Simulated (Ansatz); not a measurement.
A relaxation of the atoms of ZnPt3 (P4mm, 4 atoms in the cell) with Ansatz (a first-principles code).

Method: LDA (PW92), default PAW files made with PBE (plane waves; Ansatz).

The change in words: one atom moved by 0.15 angstrom; relax: default → atoms; relax.f_tol: default → 0.2 eV/Å. Reference geometry:
```yaml
crystal:
  lattice:
    - [3.91025, 0.00000, 0.00000]
    - [0.00000, 3.91025, 0.00000]
    - [0.00000, 0.00000, 3.91025]
  atoms:
    - { symbol: Zn, position: [0.00000, 0.00000, 0.00000] }
    - { symbol: Pt, position: [0.50000, 0.50000, 0.00000] }
    - { symbol: Pt, position: [0.00000, 0.50000, 0.50000] }
    - { symbol: Pt, position: [0.50000, 0.00000, 0.50000] }
```

Reference input (self-consistent single point, DFT, LDA (PW92), plane waves, default PAW files made with PBE): basis.ecutwfc = 420 eV; kpoints.mp_grid.grid = 9 9 9; hamiltonian.xc = lda; hamiltonian.pseudopotentials = {kind: paw} (the program's default PAW files); scf.occupations.method = gaussian; scf.occupations.width = 0.1 eV. This run's input differs from it in these lines:

```diff
@@ -6,3 +6,3 @@
   atoms:
-    - { symbol: Zn, position_ang: [0.000000, 0.000000, 0.000000] }
+    - { symbol: Zn, position_ang: [0.000000, 0.000000, 0.150001] }
     - { symbol: Pt, position_ang: [1.955123, 1.955123, 0.000000] }
@@ -19,2 +19,4 @@
   occupations: { method: gaussian, width: 0.1 }
+relax:
+  f_tol: 0.2
 output:
```

Output, abridged:

```
   [... SCF lines of the steps left out ...]
relax step   1: F+E_penalty+E_count = -39982.36965542 eV  Δ(F+E_penalty+E_count) = +0.000e0 eV  max|allowed force component| = 5.941e-1 eV/Å  Δτ_max = 0.0000 Å  (6 SCF iters, dr2 threshold 1.00e-4 eV, accepted)
relax step   2: F+E_penalty+E_count = -39982.40014623 eV  Δ(F+E_penalty+E_count) = -3.049e-2 eV  max|allowed force component| = 2.593e-1 eV/Å  Δτ_max = 0.0496 Å  (6 SCF iters, accepted)
relax step   3: F+E_penalty+E_count = -39982.41323840 eV  Δ(F+E_penalty+E_count) = -1.309e-2 eV  max|allowed force component| = 6.095e-3 eV/Å  Δτ_max = 0.0616 Å  (7 SCF iters, accepted)
the relaxation is at rest under the 8 symmetry operations that the run kept from its start: a minimum is not shown …
Free energy (F): -39982.413238 eV
Internal energy: -39982.391407 eV  (E = F + TS)
E sigma→0 (E₀):  -39982.402323 eV
Entropy (-TS):   -0.021831 eV (-5.458 meV/atom)
Fermi energy:    19.801532 eV
--- Forces (eV/Å), atoms counted from 1 ---
  atom   1  Zn     0.00000000     0.00000000    -0.00613430
  atom   2  Pt    -0.00000000     0.00000000     0.00373277
  atom   3  Pt     0.00000000     0.00000000     0.00112218
  atom   4  Pt     0.00000000     0.00000000     0.00112218
--- Stress (GPa, compression-positive) ---
      -11.451347       0.000000       0.000000
   [... lines left out ...]
  F+E_penalty+E_count = -39982.41323840 eV   max|allowed force component| = 6.095e-3 eV/Å
  atoms:
    - { symbol: Zn, position: [3.8171401668849163e-34, 0.0, 0.00994743832125561] }
    - { symbol: Pt, position: [0.4999999999999999, 0.4999999999999999, 0.009394329567598692] }
    - { symbol: Pt, position: [-4.063407274425879e-34, 0.4999999999999999, 0.5095096228574466] }
    - { symbol: Pt, position: [0.4999999999999999, 0.0, 0.5095096228574466] }
```

The run converged. 

Summary of the result:
Free energy E − TS (on the zero of these files): -39982.4132 eV
Fermi level (on the code's own zero): 19.80 eV
Pressure: -11.45 GPa
Largest force (vector length): 0.006 eV/Å
Relaxation steps: 3

The starting cell comes from a database of computed structures (which also holds hypothetical and non-ambient phases and stackings), without a prior relaxation at this level. Its lattice was rescaled by up to half a per cent. For this run, on top of that: one atom moved by 0.15 angstrom. Spin polarisation is off. The relaxation keeps the symmetry of its start, so its end need not be a minimum. Ansatz's pressure includes its estimate of the finite-basis (Pulay) stress.

Cost on one core of a shared machine: roughly 50 s.

Keys are those of Ansatz 0.2.
